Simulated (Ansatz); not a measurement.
## CsCl-type CuZn: elastic constant C44 by level of theory

No measured value is used here.

```tsv
level (code)	value (GPa)	cell (Å³/atom)
LDA (Ansatz)	102	11.82
BLYP (Ansatz)	56.4	13.89
PBE (Ansatz)	82.3	13.02
PBEsol (Ansatz)	96.4	12.30
revPBE (Ansatz)	77.5	13.38
RPBE (Ansatz)	75.7	13.52
PBE-D3(BJ) (Ansatz)	100.0	12.33
r²SCAN (Ansatz)	96.2	12.44
r²SCAN+rVV10 (Ansatz)	101	12.28
HSE06 (Ansatz)	87.8	13.03
```

PBE-D3(BJ): the dispersion coefficients are held fixed in the derivatives. HSE06: hybrids on metals are sensitive to the k mesh. HSE06: the run warned that the count of filled bands differs between k points. Each level is taken at its own relaxed cell. Cutoffs and k meshes differ between the levels. Ansatz's density-functional and Hartree–Fock values are scalar-relativistic unless marked +SOC, with PAW data made under PBE.

Ansatz is an electronic-structure program.
